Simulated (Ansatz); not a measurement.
Data:

```xyz
2
Lattice="0.0000 2.6809 2.6809 2.6809 0.0000 2.6809 2.6809 2.6809 0.0000" Properties=species:S:1:pos:R:3 pbc="T T T"
Cu     0.0000     0.0000     0.0000
I      1.3404     1.3404     1.3404
```

No spin polarisation.

Level of theory: LDA/PAW in Ansatz (an electronic-structure program), without spin-orbit coupling. k-mesh 10×10×10 (Γ-centred); smearing 0.05 eV (Fermi–Dirac).

Predict the smallest direct gap, gap character and band gap.


```json
{
 "smallest_direct_gap": "2.18 eV",
 "gap_character": "indirect, Γ → X",
 "band_gap": "1.73 eV"
}
```

Spin-orbit coupling, missing from the scalar runs, can matter with I. Load acts through the strain it causes; cell and atoms are relaxed under it. Stability against distortions was not tested. Tetrahedral semiconductors of this kind turn to denser phases somewhere between about 1 and 50 GPa; those were not computed, so compressed cells here can lie past the real transition. The final runs are not spin-polarised. The cell was made from CuI in the zinc blende structure (space group F-43m, No. 216) by this change: pressure 30 GPa.
